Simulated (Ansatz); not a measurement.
Functionals compared on the (100) surface of rock-salt TiC, N on all C sites of the top plane (bottom of the slab: a bare face, its two planes held), in Ansatz (plane waves, PAW). The structure was relaxed with PBE; the other rows are single points on it. Cutoff 420 eV (500 eV for r2SCAN).

Set-up: 12 atoms, 10.8 Å thick at the start with caps and adatoms (thin: gaps and levels are the slab's own); mesh 12x12x1; 0.1 eV smearing; dipole correction on; 4 atoms held, the rest relaxed; held to the start's symmetry, so lower structures may exist; no spin, no spin-orbit, no U. In PBE it is, or lies within 0.01 eV a 1x1 cell of, the lowest of the 2 structures of its composition computed so far; subsurface sites and larger cells were not tried. These notes are the PBE run's.

```tsv
functional	work function of the top face (eV)	rough cost of the single point
PBE	3.07	–
RPBE	2.88	about 17 core-seconds (a rough figure)
r2SCAN	…	roughly 30 core-seconds
```

Task: Complete the blanks.

Result: 
- r2SCAN, work function of the top face (eV): 2.99

Ansatz is a program for electronic structure.
